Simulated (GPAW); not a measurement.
## How a calculation on Ge3Pt (P6_3/mmc, 8 atoms in the cell) responds to its settings

```
Ge3Pt
1.0
    6.78828     0.00000     0.00000
   -3.39414     5.87882     0.00000
    0.00000     0.00000     3.88283
Ge Pt
6 2
Cartesian
  1.86094   1.07441   2.91212
  1.53320   4.80441   0.97071
  0.00000   2.14883   0.97071
  3.39414   3.73000   2.91212
  4.92734   1.07441   2.91212
 -1.53320   4.80441   0.97071
  3.39414   1.95961   0.97071
  0.00000   3.91922   2.91212
```

Base run A: GPAW with PBEsol, GPAW PAW datasets PBEsol (made by gpaw-setup), self-consistent single point.

Its settings: mode = pw; ecut = 550 eV; xc = PBEsol; kpts = 6 6 9; mesh shift (steps) = 0 0 0; occupations.name = methfessel-paxton; occupations.width = 0.1 eV; occupations.order = 1; nbands = -16; convergence.density = 1e-05 e/electron; convergence.energy = 1e-05 eV/electron; symmetry.symmorphic = false; symmetry.tolerance = 0.0005; maxiter = 150.

The starting cell comes from a database of computed structures (which also holds hypothetical and non-ambient phases and stackings), without a prior relaxation at this level. Spin polarisation is off. In the base run, with a pressure of about -5 GPa the cell is away from its equilibrium volume at this level.

ΔF is the free energy per atom less that of run A. A dash stands where there is no value to compare (another energy zero or no entropy term, no result, no spin, no clean gap, or a mesh too coarse for one). 

| run | convergence.bands | ΔF (meV/atom) | pressure (GPa) | largest force (eV/Å) | ending |
|---|---|---|---|---|---|
| A | default | 0.00 | -5.04 | 0.070 | converged |
| B | all | – | – | – | not converged |
| C | -2 | 0.00 | -5.04 | 0.070 | converged |
| D | -4 | 0.00 | -5.04 | 0.070 | converged |

Run D against A: The free energy is nearly the same (within 1 meV/atom), the pressure stays at -5.04 GPa and the largest force stays at 0.070 eV/Å.

Run C against A: The free energy is nearly the same (within 1 meV/atom), the pressure stays at -5.04 GPa and the largest force stays at 0.070 eV/Å.
